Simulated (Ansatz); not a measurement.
A hypothetical phase is included: elements placed on a structure type, which no database files for this compound.

By PBEsol, the system below comes out a metal.

Without scattering a metal conducts by its projected Fermi surface.

```
MoP
1.0
    2.96841     0.00000     0.00000
    0.00000     4.19797     0.00000
    0.00000     2.09898     2.09898
Mo P
1 1
Direct
  0.00000   0.00000   0.00000
  0.50000   0.50000   0.00000
```

The cell was relaxed by PBE-D3(BJ); by PBEsol it stands under a pressure of 1.6 GPa.

The current flows along the normal of the first two printed cell vectors, the (110) plane of the conventional cell. No spin-orbit coupling; the value is a mean over 0.1 eV about the Fermi level.

Problem. Predict the ballistic conductance per area from PBEsol (Ansatz, a quantum-chemistry and plane-wave program).

Solution. 1.2 × 10¹⁵ S/m² for both spins.
